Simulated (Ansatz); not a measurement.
For Mg₂F (model structure, started from the Ca2N type, R-3m, No. 166, 3 atoms in the cell), PBEsol (plane waves, PAW; Ansatz, an electronic-structure program) gives:

- lattice parameter a = 3.151 Å
- c axis length = 17.231 Å
- bulk modulus B0 = 48.9 GPa
- cohesive energy = 2.90 eV/atom

Task: What does r²SCAN (Ansatz, plane waves, PAW) give for the same quantities?

Result: 
- lattice constant a: 3.124 Å (shrinks by 0.9 %)
- lattice parameter c: 17.467 Å (goes up by 1.4 %)
- bulk modulus: 51.1 GPa (increases by 4.5 %)
- cohesive energy: 2.78 eV/atom (falls by 0.12 eV/atom)

Changes are worked out from the printed values.

Unless a cell is named, each level is at its own relaxed cell (PBEsol 16.47, r²SCAN 16.41 Å³/atom).

Caveats: the bulk modulus is −V dP/dV from two relaxed cells at ±2 % in volume (PBEsol, r²SCAN). Ansatz's density-functional and Hartree–Fock values are scalar-relativistic unless marked +SOC, with PAW data made under PBE.

A model structure was made by putting elements into a prototype or built by hand; it is no filed structure, need not be a known phase, and can be a saddle point held by its symmetry.
